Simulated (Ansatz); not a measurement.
Density of states of a (001) slab of W (cut from a parent of space group no. 229; 8 atoms in the cell).

```
W
1.0
    3.17032     0.00000     0.00000
    0.00000     3.17032     0.00000
    0.00000     0.00000    23.09610
W
8
Direct
  0.00000   0.00000   0.32842
  0.50000   0.50000   0.25978
  0.00000   0.00000   0.46569
  0.50000   0.50000   0.39705
  0.00000   0.00000   0.60295
  0.50000   0.50000   0.53431
  0.00000   0.00000   0.74022
  0.50000   0.50000   0.67158
```

Method of the run: LDA (PW92), harder PAW files (source: ansatz) made with PBE (plane waves; Ansatz, a program for electronic structure).

SCF settings: basis.ecutwfc = 760 eV; kpoints.mp_grid.grid = 5 5 1; hamiltonian.xc = lda; hamiltonian.pseudopotentials = {kind: paw, source: ansatz}; scf.occupations.method = fermi_dirac; scf.occupations.width = 0.1 eV. Keys of the DOS step: output.dos.nscf_kmesh.grid = 10 10 1.

The starting cell comes from a database of computed structures (which also holds hypothetical and non-ambient phases and stackings), without a prior relaxation at this level. The slab is cut from that crystal, and its faces are unrelaxed. Spin-orbit coupling is off. Spin polarisation is off.

Total DOS (both spins), as means of the tabulated values in each energy bin; the zero is the program's Fermi level or highest filled level, and the curve is cut to this window:

| E (eV) | states/eV/cell |
|---|---|
| -7.80 | 0.64 |
| -7.40 | 0.71 |
| -7.00 | 0.83 |
| -6.60 | 1.38 |
| -6.20 | 1.85 |
| -5.80 | 3.65 |
| -5.40 | 5.20 |
| -5.00 | 5.98 |
| -4.60 | 6.63 |
| -4.20 | 7.50 |
| -3.80 | 6.66 |
| -3.40 | 6.42 |
| -3.00 | 11.0 |
| -2.60 | 10.2 |
| -2.20 | 11.3 |
| -1.80 | 10.1 |
| -1.40 | 9.43 |
| -1.00 | 4.62 |
| -0.60 | 6.53 |
| -0.20 | 8.63 |
| 0.20 | 6.23 |
| 0.60 | 5.72 |
| 1.00 | 6.83 |

Around zero the curve holds about 7.1 states/eV/cell.

Keys are those of Ansatz 0.2.
